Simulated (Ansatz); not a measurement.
## Habitual settings against a tight run: Zr3Si2Cu4 (P-62m, 9 atoms in the cell)

Self-consistent single point.

```
Zr3(Cu2Si)2
1.0
    6.19724     0.00000     0.00000
   -3.09862     5.36697     0.00000
    0.00000     0.00000     3.90069
Zr Si Cu
3 2 4
Direct
  0.00000   0.58950   0.50000
  0.58950   0.00000   0.50000
  0.41049   0.41049   0.50000
  0.66667   0.33333   0.00000
  0.33333   0.66667   0.00000
  0.00000   0.00000   0.50000
  0.24615   0.00000   0.00000
  0.75386   0.75386   0.00000
  0.00000   0.24615   0.00000
```

Level of theory: LDA (PW92), default PAW files made with PBE (plane waves; Ansatz, a first-principles code).

Base settings: basis.ecutwfc = 420 eV; kpoints.mp_grid.grid = 6 6 9; hamiltonian.xc = lda; hamiltonian.pseudopotentials = {kind: paw} (the program's default PAW files); scf.occupations.method = gaussian; scf.occupations.width = 0.136 eV.

Tight run (finer mesh or higher cutoff; not a proven limit): basis.ecutwfc: 420 eV → 590 eV; kpoints.mp_grid.grid: 6 6 9 → 9 9 13; scf.convergence.dr2_threshold: default (1e-07 eV) → 1e-09 eV. It gave Fermi level (on the code's own zero) 15.87 eV; pressure 3.13 GPa; largest force (vector length) 0.091 eV/Å.

Quick runs, as changes from the base:
- A: the base itself
- B: basis.ecutwfc: 420 eV → 335 eV; kpoints.mp_grid.grid: 6 6 9 → 6 6 6; scf.occupations.width: 0.136 eV → 0.2 eV
- C: basis.ecutwfc: 420 eV → 210 eV; kpoints.mp_grid.grid: 6 6 9 → 4 4 4; scf.occupations.method: gaussian → fermi_dirac; scf.occupations.width: 0.136 eV → 0.272 eV; scf.convergence.dr2_threshold: default (1e-07 eV) → 0.001 eV
- D: basis.ecutwfc: 420 eV → 250 eV; kpoints.mp_grid.grid: 6 6 9 → 3 3 3; hamiltonian.xc: lda → pbesol; scf.occupations.method: gaussian → cold; scf.occupations.width: 0.136 eV → 0.272 eV [PBEsol]
- E: basis.ecutwfc: 420 eV → 295 eV; kpoints.mp_grid.grid: 6 6 9 → 4 4 4

Energies are extrapolated to zero smearing width, which holds to low order in the width alone.

Dashes: energy of D, another energy zero.

† marks runs with another functional, U, potentials or spin treatment: their distance from the tight run is not a convergence error alone.

The count of work is k-points × plane waves × bands × iterations; it is no time. 

Pressures in the table are Ansatz's without its Pulay estimate, at a fixed set of plane waves; the tight run's value above holds the estimate.

The starting cell comes from a database of computed structures (which also holds hypothetical and non-ambient phases and stackings), without a prior relaxation at this level. Its lattice was rescaled by a random factor within 2.5 % of one. Spin polarisation is off. In the base run, with a pressure of about 3 GPa the cell is away from its equilibrium volume at this level.

```csv
run,energy less tight (meV/atom),pressure less tight (GPa),largest miss in a force vector (eV/Å),count of work / tight
A,1.1,-0.03,0.008,0.22
B,28.4,-3.30,0.015,0.11
C,5197.6,-279.42,0.926,0.019
D†,–,-79.96,0.070,0.015
E,194.6,-18.81,0.072,0.040
```

Among the runs at the tight run's level, the energy misses run from 1.1 to 5197.6 meV/atom.

Left out of this page: 1 run of the series with a known weakness of the program.

Keys are those of Ansatz 0.2.
